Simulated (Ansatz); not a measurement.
**CsPbBr3 under a change: pressure 60 GPa**

Start from CsPbBr3 in the cubic perovskite structure (space group Pm-3m, No. 221; a = 6.0028 Å).

Now apply this change: a hydrostatic pressure of 60 GPa.

Method: Kohn–Sham DFT with the PBE functional, run in Ansatz (an electronic-structure program) with PAW and 420 eV plane waves, scalar-relativistic without spin-orbit coupling. Settings: 6×6×6 k-points, 0.05 eV Fermi–Dirac smearing.

The volume per atom falls by 21.37 Å³ (43.26 Å³ → 21.89 Å³) and the density increases by 4.35 g/cm³ to 8.80 g/cm³. The lattice parameter a shrinks by 2.3043 bohr, from 11.344 bohr to 9.039 bohr and the shortest interatomic distance shrinks by 1.152 bohr (5.672 bohr → 4.520 bohr). The band gap changes from 1.78 eV to zero.

Final structure:

```xyz
5
Lattice="4.7834 0.0000 0.0000 0.0000 4.7834 0.0000 0.0000 0.0000 4.7834" Properties=species:S:1:pos:R:3 pbc="T T T"
Cs     0.0000     0.0000     0.0000
Pb     2.3917     2.3917     2.3917
Br     0.0000     2.3917     2.3917
Br     2.3917     2.3917     0.0000
Br     2.3917     0.0000     2.3917
```

The mesh was chosen for an insulator and is coarse for the gapless case. Spin-orbit coupling, missing from the scalar runs, can matter with Pb. Load acts through the strain it causes; cell and atoms are relaxed under it. Whether these cells are dynamically stable was not tested. Competing high-pressure phases were not computed. All final runs are without spin polarisation. Many cubic perovskites are stable only at high temperature; tilts and polar distortions were not tested. This is not the structure that CsPbBr3 has at room temperature and ambient pressure. A zero or small gap of CsPbBr3 under pressure 60 GPa can be the functional's error rather than a property of the material.
